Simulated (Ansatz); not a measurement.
# Response to strain in AlN

The reference is AlN in the wurtzite structure (space group P6_3mc, No. 186; a = 3.0888 Å, c = 4.9433 Å).

Strains are applied to the cell and any free atomic positions relax.

The values are results of plane-wave PAW DFT at the LDA level (Ansatz, a program for electronic structure, 420 eV), no SOC, not measurements.

Notes on the quantities. energy relative to the base: free energy F; pressure: mean of the normal stresses, compression positive.

| change | energy relative to the base | width of the top valence band | pressure | band gap | volume per atom |
|---|---|---|---|---|---|
| base | 0 meV/atom | 2.44 eV | -0.01 GPa | 4.42 eV | 10.21 Å³ |
| isotropic strain +0.60 % | +2.2 meV/atom | 2.41 eV | -3.66 GPa | 4.26 eV | 10.40 Å³ |
| isotropic strain +1.20 % | ? | ? | ? | ? | 10.58 Å³ |
| isotropic strain +1.80 % | +19 meV/atom | 2.35 eV | -10.17 GPa | 3.95 eV | 10.77 Å³ |
| isotropic strain +2.40 % | +33 meV/atom | 2.32 eV | -13.06 GPa | 3.80 eV | 10.96 Å³ |
| isotropic strain +3.00 % | +50 meV/atom | 2.29 eV | -15.73 GPa | 3.65 eV | 11.16 Å³ |

### Question
What belongs in the blanks?

### Answer

- isotropic strain +1.20 %, energy relative to the base: +8.4 meV/atom
- isotropic strain +1.20 %, width of the top valence band: 2.38 eV
- isotropic strain +1.20 %, pressure: -7.04 GPa
- isotropic strain +1.20 %, band gap: 4.10 eV

Whether these cells are dynamically stable was not tested.
